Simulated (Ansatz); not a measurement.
**CaGe₂ (P6₃mc, No. 186, 6 atoms in the cell; start mp-13286)**

Calculation: LDA (plane waves, PAW; Ansatz, a first-principles code).

Numerical settings: plane-wave cutoff 520 eV, 18×18×6 k mesh (along the axes of the cell as run), Fermi–Dirac smearing 0.05 eV, scalar-relativistic PAW data made under PBE.

Cell (relaxed at this level):

```
CaGe2
1.0
    3.94376     0.00000     0.00000
   -1.97188     3.41540     0.00000
    0.00000     0.00000     9.84838
Ca Ge
2 4
Direct
  0.33333   0.66667   0.29170
  0.66667   0.33333   0.79170
  0.33333   0.66667   0.60652
  0.66667   0.33333   0.10652
  0.00000   0.00000   0.99879
  0.00000   0.00000   0.49879
```

```yaml
band_gap: zero (no gap)
bulk_modulus: 59.8 GPa
```

Note: the relaxation could not lower the start's symmetry, so the cell can be a saddle point above a distorted one; the bulk modulus is −V dP/dV from two relaxed cells at ±2 % in volume.

Spin–orbit coupling is not included.

It cost roughly 5 core-minutes of CPU time.

A start named mp-… is a Materials Project structure, which need not be a measured phase.
